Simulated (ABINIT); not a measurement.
A user runs ABINIT on Cs2YTlF6 (P1, 10 atoms in the cell) and asks whether the run is sound. The aim is a self-consistent single point with DFT, LDA (PW92), plane waves, PAW (JTH v2.0 LDA PAW).

Input as run:

```
# Cs2YTlF6, JTH v2.0 LDA PAW
pp_dirpath "./"
pseudos "Cs.LDA_PW-JTH.xml, Y.LDA_PW-JTH.xml, Tl.LDA_PW-JTH.xml, F.LDA_PW-JTH.xml"
acell 6.8059451953 6.8059451953 6.8059451953 Angstrom
rprim
         0.0000000000    0.7071067812    0.7071067812
         0.7071067812    0.0000000000    0.7071067812
         0.7071067812    0.7071067812    0.0000000000
natom 10
ntypat 4
znucl 55 39 81 9
typat 1 1 2 3 4 4 4 4 4 4
xred
         0.7390380000    0.7631000000    0.7481490000
         0.2349690000    0.2571380000    0.2521980000
         0.9964750000    0.0030770000    0.9961730000
         0.5290060000    0.4945930000    0.5103190000
         0.7647800000    0.2170580000    0.2183160000
         0.2166360000    0.7840270000    0.7731640000
         0.2400240000    0.7699650000    0.2245680000
         0.7848580000    0.2186590000    0.7624590000
         0.2151090000    0.2079050000    0.7978890000
         0.7791070000    0.7844790000    0.2167640000
ecut 8.2
pawecutdg 16.4
pawxcdev 0
ixc 7
occopt 7
tsmear 0.00073499
nband 53
kptopt 1
ngkpt 3 3 3
nshiftk 1
shiftk 0 0 0
nstep 50
tolvrs 1.0e-10
prtwf 0
prtden 0
prtvol 1
enunit 1
```

Log, with long lists cut:

```
 Symmetries : space group P1 (#  1); Bravais aP (primitive triclinic)

 -outvars: echo values of preprocessed input variables --------
            acell      1.2861372495E+01  1.2861372495E+01  1.2861372495E+01 Bohr
             ecut      8.20000000E+00 Hartree
           enunit           1
   [... lines left out ...]

 Exchange-correlation functional for the present dataset will be:
  LDA: Perdew-Wang 92 LSD fit to Ceperley-Alder data - ixc=7
 Citation for XC functional:
  J.P.Perdew and Y.Wang, PRB 45, 13244 (1992)

 Real(R)+Recip(G) space primitive vectors, cartesian coordinates (Bohr,Bohr^-1):
 R(1)=  0.0000000  9.0943637  9.0943637  G(1)= -0.0549791  0.0549791  0.0549791
 R(2)=  9.0943637  0.0000000  9.0943637  G(2)=  0.0549791 -0.0549791  0.0549791
 R(3)=  9.0943637  9.0943637  0.0000000  G(3)=  0.0549791  0.0549791 -0.0549791
 Unit cell volume ucvol=  1.5043433E+03 bohr^3
 Angles (23,13,12)=  6.00000000E+01  6.00000000E+01  6.00000000E+01 degrees

 Coarse grid specifications (used for wave-functions):

 getcut: wavevector=  0.0000  0.0000  0.0000  ngfft=  36  36  36
         ecut(hartree)=      8.200   => boxcut(ratio)=   2.17142

 Fine grid specifications (used for densities):

 getcut: wavevector=  0.0000  0.0000  0.0000  ngfft=  48  48  48
         ecut(hartree)=     16.400   => boxcut(ratio)=   2.04723

   1.48735357E+04                                ecore*ucvol(ha*bohr**3)

_setup2: Arith. and geom. avg. npw (full set) are    1691.519    1691.499
--- !BeginCycle
solver: {iscf: 17, nstep: 50, nline: 4, wfoptalg: 10, }
tolerances: {tolvrs: 1.00E-10, }
...

     iter   Etot(hartree)      deltaE(h)  residm     nres2
 ETOT  1  -273.75502741030    -2.738E+02 5.096E-01 8.535E+01
 ETOT  2  -274.17377754053    -4.188E-01 4.097E-02 1.560E+01
 ETOT  3  -273.95355332398     2.202E-01 4.417E-02 1.317E+00
 ETOT  4  -273.98951910325    -3.597E-02 7.520E-03 2.242E+00
 ETOT  5  -273.97635738270     1.316E-02 1.520E-03 4.286E-01
   [... 10 lines left out ...]
 ETOT 16  -273.97320005146     1.627E-10 1.540E-05 4.586E-09
 ETOT 17  -273.97320005138     7.583E-11 2.692E-05 1.250E-09
 ETOT 18  -273.97320005137     1.017E-11 1.333E-05 4.674E-10
 ETOT 19  -273.97320005137     2.444E-12 2.087E-05 1.954E-11
 At SCF step   19       nres2   =  1.95E-11 < tolvrs=  1.00E-10 =>converged.

 Cartesian components of stress tensor (hartree/bohr^3)
  sigma(1 1)=  7.45245189E-03  sigma(3 2)=  3.66233285E-06
  sigma(2 2)=  7.49986477E-03  sigma(3 1)= -2.06293833E-06
  sigma(3 3)=  7.38906142E-03  sigma(2 1)=  2.98498992E-06

 ----iterations are completed or convergence reached----

 reduced coordinates (array xred) for   10 atoms
       0.739038000000      0.763100000000      0.748149000000
       0.234969000000      0.257138000000      0.252198000000
       0.996475000000      0.003077000000      0.996173000000
       0.529006000000      0.494593000000      0.510319000000
       0.764780000000      0.217058000000      0.218316000000
   [... lines left out ...]
 Fermi (or HOMO) energy (eV) =   3.16889   Average Vxc (eV)=  -9.12039
   [... lines left out ...]
total_energy        : -2.73973202210133E+02
total_energy_eV     : -7.45518997269334E+03
...

-Cartesian components of stress tensor (GPa)         [Pressure= -2.1910E+02 GPa]
- sigma(1 1)=  2.19258667E+02  sigma(3 2)=  1.07749534E-01
- sigma(2 2)=  2.20653602E+02  sigma(3 1)= -6.06937310E-02
- sigma(3 3)=  2.17393656E+02  sigma(2 1)=  8.78214208E-02

 Calculation completed.
```

Is this run sound? If not, what is wrong?

The run is not sound. The fault is a basis or grid far too coarse for these potentials. Far below the cutoff that the potentials were made for, the basis cannot represent the orbitals near the nuclei, and energies, forces and above all the stress go wrong. To fix it, restore the cutoff that the potentials need and check convergence. The run converged in 19 iterations without an error; against the sound input the free energy goes up by 11.7 eV/atom, the pressure goes from -1.73 to -219.1 GPa, the largest force goes from 1.398 to 1.615 eV/Å and the gap on the mesh goes from 4.803 to 4.540 eV.

An input that runs soundly differs in these lines (not the only fix; some lines may just follow from the change or write a value another way):
```diff
-ecut 8.2
-pawecutdg 16.4
+ecut 24
+pawecutdg 48
```

With that input, the run converged in 24 iterations: free energy E − TS -7572.38 eV; top of the valence band (on the code's own zero) -0.05 eV; gap on the k-point mesh 4.80 eV; pressure -1.73 GPa; largest force (vector length) 1.398 eV/Å (DFT, LDA (PW92), plane waves, PAW (JTH v2.0 LDA PAW)).

On the sound input: the starting cell comes from a database of computed structures (which also holds hypothetical and non-ambient phases and stackings), without a prior relaxation at this level. Its atoms were displaced at random from the sites of space group no. 225. Spin-orbit coupling is off. Forces in this geometry exceed 1 eV/Å.
